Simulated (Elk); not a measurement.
Worked example: self-consistent single point of YTi₂Ga₄ (I4/mmm, 7 atoms in the cell) in Elk.

Method of the run: LDA (PW92), all-electron FP-LAPW, Elk's shipped species files, LAPW+lo basis (Elk).

```xyz
7
Lattice="-3.3929 3.3929 2.7405 3.3929 -3.3929 2.7405 3.3929 3.3929 -2.7405" Properties=species:S:1:pos:R:3 pbc="T T T"
Y      0.0000     0.0000     0.0000
Ti     0.0000     3.3929     1.3702
Ti     3.3929     0.0000     1.3702
Ga     1.3335    -1.3335     2.7405
Ga    -1.3335     1.3335     2.7405
Ga     1.3335     1.3335     2.7405
Ga     2.0594     2.0594     0.0000
```

Reference input (self-consistent single point, DFT, PBEsol, all-electron FP-LAPW, Elk's shipped species files, LAPW+lo basis): xctype = 22; rgkmax = 8; stype = 0; swidth = 0.00499791 Ha; ngridk = 5 5 5; gmaxvr = 14 1/bohr; nxoapwlo = 1; rmtscf = 0.99. This run's input differs from it in these lines:

```diff
@@ -4,3 +4,3 @@
 xctype
-  22
+  3
```

Output, abridged:

```
│ Self-consistent loop started │
│ Loop number : 1 │
 total energy                :     -12851.5360808
│ Loop number : 2 │
 total energy                :     -12851.7782680
RMS change in Kohn-Sham potential (target) :   0.1335222403     (  0.1000000000E-05)
Absolute change in total energy (target)   :   0.2421871815     (  0.1000000000E-03)
│ Loop number : 3 │
 total energy                :     -12854.3302762
RMS change in Kohn-Sham potential (target) :   0.1059565851     (  0.1000000000E-05)
Absolute change in total energy (target)   :    2.612555015     (  0.1000000000E-03)
│ Loop number : 4 │
   [... lines left out ...]
Absolute change in total energy (target)   :   0.1048643873E-02 (  0.1000000000E-03)
│ Loop number : 16 │
 total energy                :     -12851.4115254
RMS change in Kohn-Sham potential (target) :   0.3591128218E-07 (  0.1000000000E-05)
Absolute change in total energy (target)   :   0.2865919614E-03 (  0.1000000000E-03)
│ Loop number : 17 │
 total energy                :     -12851.4115271
RMS change in Kohn-Sham potential (target) :   0.4128507798E-07 (  0.1000000000E-05)
Absolute change in total energy (target)   :   0.6998187382E-04 (  0.1000000000E-03)
Convergence targets achieved

│ Loop number : 18 │

Energies :
 Fermi                       :     0.276350141774
 total energy                :     -12851.4115266

Density of states at Fermi energy :    158.4112799
 (states/Hartree/unit cell)

Estimated indirect band gap :   0.1559688253E-02
 from k-point      1 to k-point      7
Estimated direct band gap   :   0.1955426095E-02
 at k-point     16

Charges :
 core                        :    120.0000000
 valence                     :    87.00000000
 interstitial                :    10.67962375
 muffin-tins (core leakage)
  species :    1 (Y)
   atom    1                 :    36.78663787     (  0.1073368578E-04)
  species :    2 (Ti)
   atom    1                 :    20.29731454     (  0.7795524226E-09)
   atom    2                 :    20.29731454     (  0.7795524226E-09)
   [... lines left out ...]
   atom    2                 :    29.73477732     (  0.8841894131E-03)
   atom    3                 :    29.73477732     (  0.8841894131E-03)
   atom    4                 :    29.73477732     (  0.8841894131E-03)
 total in muffin-tins        :    196.3203763
 total calculated charge     :    206.9875279
 total charge                :    207.0000000
 error                       :   0.1247214533E-01

│ Self-consistent loop stopped │
```

The run converged in 18 iterations. The count includes the last loop, which Elk runs after its targets are met. 

The starting cell comes from a database of computed structures (which also holds hypothetical and non-ambient phases and stackings), without a prior relaxation at this level. Its lattice was rescaled by a random factor within 2.5 % of one. Spin polarisation is off. Values depend on the basis (sphere radii, cutoffs, local orbitals), which need not be converged. The log's line on a gap gives a spacing of levels on this mesh, which the program prints for metals too.

Cost on one core of a shared machine: roughly 3 min.
